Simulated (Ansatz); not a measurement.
CaZrN2 (model structure, within 0.1 Å of Pnma, No. 62, 16 atoms in the cell), treated with LDA (PAW; Ansatz, an electronic-structure program).

Run with plane-wave cutoff 520 eV, 6×6×6 k mesh, Fermi–Dirac smearing 0.01 eV, scalar-relativistic PAW data made under PBE.

Cell (relaxed at this level):

Space group Pnma (No. 62); a = 6.430 Å, b = 4.598 Å, c = 8.028 Å, α = 90.00°, β = 90.00°, γ = 90.00°

```csv
atom,site,symmetry,x,y,z
Ca,4c,.m.,0.0723,0.7500,0.3812
Zr,4c,.m.,0.4301,0.2500,0.3731
N,4c,.m.,0.0659,0.2500,0.8919
N,4c,.m.,0.1046,0.2500,0.3467
```

Predict the band gap.


band gap: 0.91 eV

Spin–orbit coupling is not included.

Computed values are for the static lattice.

A model structure was made by putting elements into a prototype or built by hand; it is no filed structure, need not be a known phase, and can be a saddle point held by its symmetry.
